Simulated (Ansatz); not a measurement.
**The (32-52) surface of hcp Mg in its 1x1 cell, outermost plane spacing 0.21 Å in the ideal cut**

Computed with PBE (plane waves to 420 eV, PAW; Ansatz, a program for electronic structure).

Slab: 36 atoms, 10.7 Å thick at the start; k 6x3x1, smearing 0.1 eV, dipole-corrected; all atoms relaxed; start symmetry kept, larger cells not searched; no spin, no spin-orbit, no U.

| Property | Value |
|---|---|
| work function of the top face | 3.50 eV |
| energy released by relaxation | 0.14 eV |
| cost | very roughly 17 core-minutes |
